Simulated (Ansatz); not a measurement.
Abridged Ansatz (a first-principles code) output:

```
Pseudopotential: Ca, paw, valence charge 10
Pseudopotential: Sc, paw, valence charge 11
Crystal: 8 atoms, lattice volume = 235.735 Å³
Basis set: ecut = 420 eV, 4581 PW (Γ), exchange–correlation on 80×96×96 points (8 copies of the dense FFT grid, shifted against one another)
Bands: 51, of which v1, the nominal top of the filled ones, is band 43 counted from 1 (42 counted from 0)
Symmetry: 4 space group operations
k-points: 105 of 576 (time reversal used)
Functional: x = pbe(κ = 0.804, μ = 0.2195149727645171), c = pbe(β = 0.06672455060314922)
SCF iter   1: F=—  HF=-16127.894822 eV  |F-HF|=—  |Δ(HF+E_count)|=         —  Δρ=2.20e-3  dr2=1.57e-2  ethr=1.77e-3  ⟨swp⟩=11.0  Hψ=28517  notcnv=0
SCF iter   2: F=—  HF=-16127.896440 eV  |F-HF|=—  |Δ(HF+E_count)|=   1.62e-3  Δρ=1.27e-3  dr2=4.94e-3  ethr=1.84e-5  ⟨swp⟩=2.2  Hψ=7211  notcnv=0
SCF 1 converged in 9 iterations: F = -16127.896609 eV  dr2 = 2.73e-10
SCF converged after 9 iterations
Free energy (F): -16127.896609 eV
Internal energy: -16127.737481 eV  (E = F + TS)
E sigma→0 (E₀):  -16127.817045 eV
Entropy (-TS):   -0.159128 eV (-19.891 meV/atom)
Fermi energy:    7.538659 eV
--- Forces (eV/Å), atoms counted from 1 ---
  atom   1  Ca     0.00000000    -0.00000000     0.00225292
  atom   2  Sc     0.00000000    -0.00019838    -0.00180943
  atom   3  Sc     0.00000000    -0.00000000     0.00498394
  atom   4  Sc     0.00000000     0.00019838    -0.00180943
  atom   5  Ca     0.00000000    -0.00254874    -0.00000630
  atom   6  Sc     0.00000000     0.00000000     0.00051063
  atom   7  Ca     0.00000000     0.00254874    -0.00000630
  atom   8  Sc     0.00000000     0.00000000    -0.00411701
--- Stress (GPa, compression-positive) ---
        0.003345       0.000000       0.000000
        0.000000       0.013073      -0.000000
        0.000000      -0.000000       0.004561
  P = ⅓ Tr σ = 0.0070 GPa (0.070 kbar)
```

Problem. What was computed, and what are the main results?

Solution. Ca3Sc5, 8 atoms in the cell, with Ansatz PBE, no spin-orbit coupling. The last SCF converged to F = -16127.896609 eV, or -2015.9871 eV per atom, at a pressure of 0.01 GPa. The total energy compares only with runs of the same code, potentials and settings.

Each cell is one ordered arrangement of few atoms, which overstates ordering effects compared with a random alloy. No phonon test of stability was made. All final runs are without spin polarisation. An odd electron count without spin: Ca3Sc5. The cell was made from Sc by this change: x(Ca) = 0.375, 8 atoms, Amm2. Ca3Sc5 has a high density of states at the Fermi level and may be magnetic at this level.
